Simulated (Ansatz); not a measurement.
Cell of fluorite-type NiSi2 (0 0 1) on Si0.75Ge0.25, ordered (0 0 1), P on 1 of 2 substrate sites at each interface (film strained to the substrate, faces as cut), relaxed at this level with a, b, gamma of the cell held:

```
CELL_PARAMETERS angstrom
      5.53208     0.00029     0.09268
      0.00004     5.53276    -0.04553
      2.31678    -2.54921    26.78724
ATOMIC_POSITIONS crystal
  Ge 0.91060 0.09168 0.12241
  Si 0.41038 0.59189 0.12290
  P  0.46013 0.04080 0.02217
  Si 0.96101 0.54092 0.02128
  Si 0.19446 0.31531 0.07081
  Si 0.67847 0.81626 0.07084
  Ge 0.80702 0.19564 0.33054
  Si 0.30795 0.69477 0.32874
  Si 0.63796 0.37671 0.17436
  Si 0.13165 0.85868 0.17437
  Ge 0.35940 0.14314 0.22537
  Si 0.85869 0.64387 0.22690
  Si 0.08305 0.42314 0.27788
  Si 0.58342 0.91568 0.27786
  P  0.70507 0.29764 0.53472
  Si 0.20505 0.79765 0.53468
  Si 0.52807 0.48107 0.38133
  Si 0.03514 0.96103 0.38132
  Ge 0.25578 0.24686 0.43303
  Si 0.75592 0.74681 0.43281
  Si 0.97358 0.52363 0.48448
  Si 0.48647 0.02168 0.48449
  Ni 0.82892 0.17112 0.77947
  Ni 0.33196 0.67055 0.77950
  Ni 0.37748 0.11982 0.68337
  Ni 0.88200 0.62439 0.68347
  Ni 0.72905 0.26168 0.97303
  Ni 0.23993 0.77237 0.97288
  Ni 0.27842 0.22206 0.87651
  Ni 0.78513 0.71659 0.87647
  Si 0.10671 0.39461 0.72914
  Si 0.60661 0.89474 0.72888
  Si 0.60682 0.39469 0.72710
  Si 0.10658 0.89549 0.72823
  Si 0.42895 0.57242 0.58570
  Si 0.93001 0.07397 0.58571
  Si 0.15441 0.34828 0.63463
  Si 0.65459 0.84799 0.63433
  Si 0.00600 0.49517 0.92818
  Si 0.50804 0.99371 0.92481
  Si 0.50687 0.49445 0.92810
  Si 0.00657 0.99467 0.92817
  Si 0.55607 0.44483 0.82807
  Si 0.05624 0.94502 0.82784
  Si 0.05634 0.44482 0.82768
  Si 0.55619 0.94528 0.82798
```

Level of theory: PBE (plane waves to 420 eV, PAW; Ansatz, a first-principles code). No spin–orbit coupling; the runs are not spin-polarised. Its k-point mesh 5×5×1, Fermi–Dirac width 0.05 eV.

Question: Give the plane-averaged electrostatic potential energy of an electron along the normal (the smooth PAW potential), about its mean over the cell.

Answer: (z (Å), V (eV)): (0.000, 2.88); (0.278, 1.54); (0.418, 0.81); (0.696, 0.49); (0.835, 0.90); (1.113, 2.21); (1.392, 2.07); (1.531, 1.36); (1.809, 0.25); (1.949, 0.21); (2.227, 1.24); (2.505, 2.56); (2.644, 2.67); (2.923, 1.68); (3.062, 1.13); (3.340, 0.77); (3.619, 1.57); (3.758, 2.17); (4.036, 2.52); (4.175, 1.99); (4.454, 0.54); (4.732, 0.14); (4.871, 0.54); (5.150, 1.98); (5.428, 2.55); (5.567, 2.13); (5.846, 0.98); (5.985, 0.67); (6.263, 0.99); (6.542, 2.11); (6.681, 2.48); (6.959, 1.80); (7.098, 1.01); (7.377, 0.00); (7.655, 0.50); (7.794, 1.22); (8.073, 2.41); (8.212, 2.35); (8.490, 1.27); (8.768, 0.53); (8.908, 0.61); (9.186, 1.55); (9.325, 2.12); (9.604, 2.18); (9.882, 0.79); (10.021, 0.16); (10.299, -0.03); (10.439, 0.46); (10.717, 1.90); (10.995, 2.17); (11.134, 1.66); (11.413, 0.59); (11.552, 0.38); (11.830, 0.90); (12.109, 2.01); (12.248, 2.22); (12.526, 1.25); (12.665, 0.48); (12.944, -0.32); (13.222, 0.39); (13.361, 1.14); (13.640, 1.97); (13.918, 0.72); (14.057, -0.02); (14.336, -0.48); (14.475, -0.10); (14.753, 1.53); (15.032, 2.35); (15.171, 1.86); (15.449, 0.45); (15.588, 0.10); (15.867, 0.55); (16.145, 1.96); (16.284, 2.37); (16.563, 1.75); (16.702, 1.17); (16.980, 0.78); (17.258, 1.82); (17.398, 2.58); (17.676, 2.87); (17.815, 2.16); (18.094, 0.27); (18.372, -0.79); (18.511, -1.01); (18.789, -2.08); (18.929, -3.48); (19.207, -6.87); (19.485, -8.36); (19.625, -7.66); (19.903, -3.89); (20.042, -1.72); (20.320, 0.30); (20.599, -0.37); (20.738, -0.71); (21.016, -0.78); (21.156, -0.59); (21.434, -1.20); (21.712, -4.69); (21.851, -6.67); (22.130, -8.52); (22.408, -6.51); (22.547, -4.49); (22.826, -1.06); (22.965, -0.49); (23.243, -0.79); (23.522, -0.75); (23.661, -0.42); (23.939, 0.14); (24.078, -0.46); (24.357, -4.20); (24.635, -7.80); (24.774, -8.37); (25.053, -6.64); (25.192, -4.87); (25.470, -1.80); (25.749, -0.90); (25.888, -0.73); (26.166, 0.26); (26.305, 1.15); (26.584, 2.80)
